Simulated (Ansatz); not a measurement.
The parent structure is NaF in the rock salt structure (space group Fm-3m, No. 225; a = 4.629 Å).

All numbers come from DFT with PBEsol, PAW potentials and a 420 eV plane-wave cutoff in Ansatz (an electronic-structure program), scalar-relativistic without spin-orbit coupling.

For the base:

- Width of the top valence band: 0.58 eV

It is then changed as follows: every lattice vector is stretched by 1.00 %, atoms relaxed at fixed cell.

Task: How does this affect the width of the top valence band?

Result: The width of the top valence band drops by 0.03 eV to 0.55 eV.

Task: Estimate the effect on the energy relative to the base.

Result: The energy grows by 1.6 meV/atom.

The levels and masses belong to the bands next to the band gap. The cells carry an imposed strain or load. No phonon test of stability was made.
